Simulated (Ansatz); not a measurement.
The reference is CdSe in the zinc blende structure (space group F-43m, No. 216; a = 6.007 Å). Axes: x, y, z lie along the cube axes.

Calculations: LDA (Ansatz, a program for electronic structure, PAW, no spin-orbit coupling).

Strains are applied to the cell and any free atomic positions relax.

One change was made to it. Results:

The band gap decreases by 0.100 eV (0.41 eV → 0.30 eV); the energy grows by 3.3 meV/atom; the largest internal atomic displacement comes out as 0.026 Å; the gap character is still direct at Γ.

Problem. Which change produced these results?
(A) tensor shear ε_xy = +0.86 %
(B) tensor shear ε_xy = +1.43 %
(C) tensor shear ε_xy = +2.00 %
(D) tensor shear ε_xy = +1.14 %

Solution. C, tensor shear ε_xy = +2.00 %. For comparison, the energy relative to the base in the other runs: tensor shear ε_xy = +1.14 % gives +1.1 meV/atom; tensor shear ε_xy = +0.86 % gives +0.6 meV/atom; tensor shear ε_xy = +1.43 % gives +1.7 meV/atom.

Gaps are read on the SCF mesh and a high-symmetry path. No phonon test of stability was made. Labels are those of the standard path for the cell's own space group.
